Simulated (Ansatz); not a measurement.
## A computed series for hypothetical bcc (W type) B: pressure series

The parent structure is B in the bcc (W type) structure (space group Im-3m, No. 229; a hypothetical phase, not in the database extracts checked).

Space group Im-3m (No. 229); a = 2.2971 Å, b = 2.2971 Å, c = 2.2971 Å, α = 90.00°, β = 90.00°, γ = 90.00°

```
atom  site  symmetry       x       y       z
----  ----  --------  ------  ------  ------
B       2a      m-3m  0.0000  0.0000  0.0000
```
(The calculation used a cell of 1 atom; values per cell refer to that cell.)

Cell and atoms are relaxed at each pressure.

The values are results of PBEsol, PAW, 420 eV (Ansatz, a program for electronic structure; scalar-relativistic without spin-orbit coupling), not measurements.

| P (GPa) | V (Å³/atom) |
|---|---|
| -1.99 | 6.111 |
| -0.99 | 6.085 |
| 0.30 | 6.053 |
| 0.70 | 6.043 |
| 1.49 | 6.023 |
| 2.99 | 5.988 |
| 4.99 | 5.942 |
| 7.49 | 5.886 |
| 9.99 | 5.834 |

**Question.** Fit a third-order Birch–Murnaghan equation of state.

**Answer.** Least squares on P(V) = (3B₀/2)[(V₀/V)^(7/3) − (V₀/V)^(5/3)]·[1 + (3/4)(B₀′ − 4)((V₀/V)^(2/3) − 1)] gives V₀ = 6.06 Å³/atom, B₀ = 243 GPa and B₀′ = 3.9.

Load acts through the strain it causes; cell and atoms are relaxed under it. Whether these cells are dynamically stable was not tested. No other phases were tried under pressure.
